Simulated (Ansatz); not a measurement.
Take HgS in the rock salt structure (space group Fm-3m, No. 225; a = 5.452 Å; a model cell, its experimental status unchecked) as the base. Axes: x, y, z lie along the cube axes.

All numbers come from Ansatz (an electronic-structure program) PBEsol, no spin-orbit coupling.

Free-standing slabs (2 atom(s) a layer) normal to the z axis with 15 Å of vacuum; in-plane cell held at bulk.

One change was made to it. Results:

```
quantity                          base    after
-----------------------------  -------  -------
shortest interatomic distance  2.726 Å  2.680 Å
band gap                          zero     zero
```

**Question.** What was done to the base?
(A) 2 layers
(B) 1 layer
(C) 5 layers
(D) 7 layers

**Answer.** A, 2 layers. For comparison, the shortest interatomic distance in the other runs: 1 layer gives 2.726 Å; 5 layers gives 2.666 Å; 7 layers gives 2.646 Å.

Stability against distortions was not tested. All final runs are without spin polarisation. This is not the structure that HgS has at room temperature and ambient pressure.
